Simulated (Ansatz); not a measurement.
**Habitual settings against a tight run: CoSi2 (Fm-3m, 3 atoms in the cell)**

Self-consistent single point.

```xyz
3
Lattice="0.0000 2.6763 2.6763 2.6763 0.0000 2.6763 2.6763 2.6763 0.0000" Properties=species:S:1:pos:R:3 pbc="T T T"
Co     0.0000     0.0000     0.0000
Si     4.0145     4.0145     4.0145
Si     1.3382     1.3382     1.3382
```

Method: PBE, PAW files (plane waves; Ansatz, a program for electronic structure).

Base settings: basis.ecutwfc = 30.9 Ry; kpoints.mp_grid.grid = 11 11 11; hamiltonian.xc = pbe; hamiltonian.pseudopotentials = {kind: paw} (the program's default PAW files); scf.occupations.method = gaussian; scf.occupations.width = 0.02 Ry.

Tight run (finer mesh or higher cutoff; not a proven limit): basis.ecutwfc: 30.9 Ry → 43.4 Ry; kpoints.mp_grid.grid: 11 11 11 → 15 15 15; scf.convergence.dr2_threshold: default (1e-07 eV) → 1e-09 eV. It gave Fermi level (on the code's own zero) 12.91 eV; pressure 0.85 GPa.

Quick runs, as changes from the base:
- A: the base itself
- B: basis.ecutwfc: 30.9 Ry → 24.6 Ry; kpoints.mp_grid.grid: 11 11 11 → 6 6 6; scf.occupations.width: 0.02 Ry → 0.0367 Ry
- C: basis.ecutwfc: 30.9 Ry → 21.7 Ry; kpoints.mp_grid.grid: 11 11 11 → 8 8 8; scf.occupations.method: gaussian → fermi_dirac
- D: basis.ecutwfc: 30.9 Ry → 15.4 Ry; kpoints.mp_grid.grid: 11 11 11 → 8 8 8; hamiltonian.xc: pbe → lda; scf.occupations.method: gaussian → fermi_dirac; scf.occupations.width: 0.02 Ry → 0.0367 Ry [LDA (PW92)]
- E: basis.ecutwfc: 30.9 Ry → 15.4 Ry; kpoints.mp_grid.grid: 11 11 11 → 4 4 4; scf.occupations.width: 0.02 Ry → 0.01 Ry
- F: basis.ecutwfc: 30.9 Ry → 18.4 Ry; kpoints.mp_grid.grid: 11 11 11 → 3 3 3; scf.occupations.method: gaussian → methfessel_paxton; scf.occupations.width: 0.02 Ry → 0.01 Ry

Energies are extrapolated to zero smearing width, which holds to low order in the width alone.

Dashes: energy of D, another energy zero.

† marks runs with another functional, U, potentials or spin treatment: their distance from the tight run is not a convergence error alone.

The count of work is k-points × plane waves × bands × iterations; it is no time. 

Pressures in the table are Ansatz's without its Pulay estimate, at a fixed set of plane waves; the tight run's value above holds the estimate.

The starting cell comes from a database of computed structures (which also holds hypothetical and non-ambient phases and stackings), without a prior relaxation at this level. Its lattice was rescaled by a random factor within 2.5 % of one. Spin polarisation is off.

| run | energy less tight (meV/atom) | pressure less tight (GPa) | count of work / tight |
|---|---|---|---|
| A | 0.9 | -0.05 | 0.25 |
| B | 16.6 | -1.47 | 0.051 |
| C | 95.4 | -10.05 | 0.085 |
| D† | – | -172.59 | 0.051 |
| E | 2806.2 | -170.24 | 0.0097 |
| F | 660.9 | -49.55 | 0.0071 |

Among the runs at the tight run's level, the energy misses run from 0.9 to 2806.2 meV/atom.

Keys are those of Ansatz 0.2.
